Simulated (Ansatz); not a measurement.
Hypothetical CsCl type SiGe: pressure series

Take SiGe in the CsCl type structure (space group Pm-3m, No. 221; a = 3.252 Å; a hypothetical phase, not in the database extracts checked) as the base.

Cell and atoms are relaxed at each pressure.

The values are results of PBE (Ansatz, a program for electronic structure, PAW, no spin-orbit coupling), not measurements.

| pressure (GPa) | volume per atom (Å³/atom) |
|---|---|
| -2 | 17.706 |
| 0 | 17.190 |
| 0.3 | ? |
| 0.7 | 17.027 |
| 1.5 | 16.850 |
| 3 | 16.543 |
| 5 | 16.168 |
| 7.5 | 15.744 |
| 10 | 15.371 |

Task: Fit the third-order Birch–Murnaghan form P(V) = (3B₀/2)[(V₀/V)^(7/3) − (V₀/V)^(5/3)]·[1 + (3/4)(B₀′ − 4)((V₀/V)^(2/3) − 1)] (squares taken in P) to the rows shown and predict the withheld row.

Result: Least squares on the printed values gives V₀ = 17.192 Å³/atom, B₀ = 72.2 GPa, B₀′ = 3.8; this predicts 17.121 Å³/atom, and the run gives 17.119 Å³/atom, 0.002 lower.

Load acts through the strain it causes; cell and atoms are relaxed under it. No phonon test of stability was made. No other phases were tried under pressure. All final runs are without spin polarisation.
